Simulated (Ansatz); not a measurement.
Take MgTe in the wurtzite structure (space group P6_3mc, No. 186) as the base.

```
MgTe
1.0
    4.50890     0.00000     0.00000
   -2.25445     3.90482     0.00000
    0.00000     0.00000     7.33770
Mg Te
2 2
Direct
  0.33333   0.66667   0.99977
  0.66667   0.33333   0.49977
  0.33333   0.66667   0.37623
  0.66667   0.33333   0.87623
```

The values are results of DFT with LDA, PAW potentials and a 420 eV plane-wave cutoff in Ansatz (a quantum-chemistry and plane-wave program), no SOC, not measurements.

Base values:

The pressure is 0.00 GPa.

The change: every lattice vector is stretched by 3.00 %; the atoms relax in the strained cell.

Task: How does this affect the energy relative to the base and pressure?

Result: The energy grows by 29 meV/atom; the pressure (mean of the normal stresses, compression positive) goes from zero to -2.85 GPa.

Stability against distortions was not tested.
